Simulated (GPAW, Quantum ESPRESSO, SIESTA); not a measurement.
# One structure in several programs: CaNiN (P4_2/mmc, 6 atoms in the cell)

Self-consistent single point.

```
CELL_PARAMETERS angstrom
      3.53658     0.00000     0.00000
      0.00000     3.53658     0.00000
      0.00000     0.00000     7.04670
ATOMIC_POSITIONS crystal
  Ca 0.00000 0.00000 0.75000
  Ca 0.00000 0.00000 0.25000
  Ni 0.50000 0.50000 0.00000
  Ni 0.50000 0.50000 0.50000
  N  0.50000 0.00000 0.50000
  N  0.00000 0.50000 0.00000
```
Moments meant for the start (each program seeds them in its own way; μB, in the order of the atoms Ca Ca Ni Ni N N): 0.0 0.0 2.0 2.0 0.0 0.0.

Shared settings, as Quantum ESPRESSO writes them: occupations = smearing; smearing = gauss; degauss = 0.0099958 Ry; nspin = 2; K_POINTS = automatic 6 6 3 0 0 0. Potentials and cutoffs stand in the table.

| code | model | pressure (GPa) | size of the net moment (μB/atom) | cutoff |
|---|---|---|---|---|
| Quantum ESPRESSO | PBEsol+U, PseudoDojo standard norm-conserving (PBESOL) pseudopotentials | -2.97 | 0.11 | 100 Ry |
| GPAW | PBEsol+U, GPAW PAW datasets PBEsol (made by gpaw-setup) | – | 0.26 | 900 eV |
| SIESTA | GGA PBEsol+U, numerical atomic orbitals TZP, PseudoDojo PBEsol standard norm-conserving potentials (rewritten from UPF to PSML) | 3.48 | 0.28 | grid 350 Ry |

Hubbard term: atomic; U Ni-3d 3 eV.

A dash marks a value that a program does not give, or that is left out as unsure.

The net moments differ, which can mean other magnetic states; other values may part for that reason too.

On Quantum ESPRESSO's run: the moments shrank to a small part of their start, a low-spin state that need not be the lowest.

The spread over the programs that give each value: pressure within 6.45 GPa; size of the net moment within 0.17 μB/atom.

SIESTA uses small atom-centred bases, whose incompleteness enters pressures, forces and empty levels differently from a plane-wave cutoff. The pressure of GPAW is left out: its cutoff lies under the one at which its stress was checked. The same U acts on different projectors in each program, which moves gaps, moments and pressures.

The starting cell comes from a database of computed structures (which also holds hypothetical and non-ambient phases and stackings), without a prior relaxation at this level.

Left out of this page: Ansatz (with a known weakness of the program).
